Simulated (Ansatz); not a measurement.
Reference: MgS (Fm-3m), r2SCAN with spin-orbit coupling, rigid bands (plane waves, PAW; Ansatz, a program for electronic structure); geometry: cell and atoms relaxed with r2SCAN.

```xyz
2
Lattice="0.0000 2.6016 2.6016 2.6016 0.0000 2.6016 2.6016 2.6016 0.0000" Properties=species:S:1:pos:R:3 pbc="T T T"
Mg     0.0000     0.0000     0.0000
S      2.6016     2.6016     2.6016
```

The band gap comes out as 3.43 eV and the electron conductivity mass is 0.37 mₑ. The hole conductivity mass comes out as 1.22 mₑ and the Seebeck coefficient, n-type 1e19 cm⁻³ is -265 μV/K.

Task: Replace S by Se on the same sites and relax. What happens?

Result: MgSe (Fm-3m): volume per atom 17.6 to 20.5 Å³; band gap falls (3.43 eV to 2.34 eV); electron conductivity mass falls (0.37 mₑ to 0.31 mₑ); hole conductivity mass falls (1.22 mₑ to 0.97 mₑ); Seebeck coefficient, n-type 1e19 cm⁻³ falls in size (-265 μV/K to -246 μV/K).

Moves up to 5 % count as about the same. Masses are for dilute carriers at 300 K, harmonic means over directions unless an axis is named. Seebeck coefficients are for the stated density at 300 K, with one relaxation time for all states and whether or not that doping can be reached.
